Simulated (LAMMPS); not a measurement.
Size effects in liquid Au (fcc) at 1470 K and zero pressure.

Level of theory: classical MD, pair style eam, the elements' _u3.eam files (universal-3 set of Foiles, Baskes and Daw); code LAMMPS.

| atoms | volume | first peak of g(r) | D(Au) | rough cost (core-seconds per simulated ps) |
|---|---|---|---|---|
| 108 | 18.884 ± 0.010 Å³/atom | 2.76 Å, height 2.5 | (3.3 ± 0.2) × 10^-5 cm²/s | 0.08 |
| 256 | 18.938 ± 0.004 Å³/atom | 2.74 Å, height 2.5 | (3.2 ± 0.2) × 10^-5 cm²/s | 0.14 |
| 4000 | 18.937 ± 0.002 Å³/atom | 2.77 Å, height 2.4 | (3.79 ± 0.02) × 10^-5 cm²/s | 3.0 |
| 16384 | 18.937 ± 0.001 Å³/atom | 2.77 Å, height 2.4 | (3.80 ± 0.02) × 10^-5 cm²/s | 12 |

Periodic images slow diffusion in small cells, by a term that falls as 1/L. Costs are rough.

Errors of D are the spread over four groups of atoms in one short run; a floor of about 5 %, a picked value, is safer.

Uncertainties are statistical and leave out the potential's own error.
